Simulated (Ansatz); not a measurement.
Here is the system:

End structure of a constructed model of the (111) surface of fcc Al, a pseudomorphic layer of Ni in the host's stacking (bottom of the slab: a bare face, its two planes held):

```yaml
crystal:
  lattice:
    - [2.85810, 0.00000, 0.00000]
    - [-1.42905, 2.47518, 0.00000]
    - [0.00000, 0.00000, 30.00000]
  atoms:
    - { symbol: Al, position: [0.33333, 0.66667, 0.27269] }
    - { symbol: Al, position: [0.66667, 0.33333, 0.35048] }
    - { symbol: Al, position: [0.00000, 0.00000, 0.42842] }
    - { symbol: Al, position: [0.33333, 0.66667, 0.50705] }
    - { symbol: Al, position: [0.66667, 0.33333, 0.58508] }
    - { symbol: Al, position: [0.00000, 0.00000, 0.66278] }
    - { symbol: Ni, position: [0.33333, 0.66667, 0.72082] }
```

Set-up: 7 atoms, 13.6 Å thick at the start with caps and adatoms (thin: gaps and levels are the slab's own); mesh 15x15x1; 0.1 eV smearing; dipole correction on; 2 atoms held, the rest relaxed; start symmetry kept, larger cells not searched; spin-polarised, no spin-orbit, no U. The starting moment vanished. In PBE it is, or lies within 0.01 eV a 1x1 cell of, the lowest of the 2 structures of its composition computed so far; subsurface sites and larger cells were not tried.

Task: Give the work function of the top face at the level PBE run with Ansatz (a first-principles code).

Result: 4.54 eV
